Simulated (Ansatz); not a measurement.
**Response to strain in SrCl2**

Consider SrCl2 in the fluorite structure (space group Fm-3m, No. 225).

```yaml
crystal:
  lattice:
    - [0.00000, 3.52050, 3.52050]
    - [3.52050, 0.00000, 3.52050]
    - [3.52050, 3.52050, 0.00000]
  atoms:
    - { symbol: Sr, position: [0.00000, 0.00000, 0.00000] }
    - { symbol: Cl, position: [0.25000, 0.25000, 0.25000] }
    - { symbol: Cl, position: [0.75000, 0.75000, 0.75000] }
```

Strains are applied to the cell and any free atomic positions relax.

Calculations: PBE/PAW in Ansatz (a first-principles code), no spin-orbit coupling.

Candidates:
(a) isotropic strain +2.00 %
(b) isotropic strain +1.00 %
(c) isotropic strain +3.00 %
(d) isotropic strain +1.50 %
(e) isotropic strain +0.50 %

Before the change:

| Quantity | Value |
|---|---|
| Band gap | 5.24 eV |

Problem. Order them by band gap, lowest first.

Solution. (c) isotropic strain +3.00 % (4.90 eV), (a) isotropic strain +2.00 % (5.01 eV), (d) isotropic strain +1.50 % (5.07 eV), (b) isotropic strain +1.00 % (5.12 eV), (e) isotropic strain +0.50 % (5.18 eV)

Whether these cells are dynamically stable was not tested.
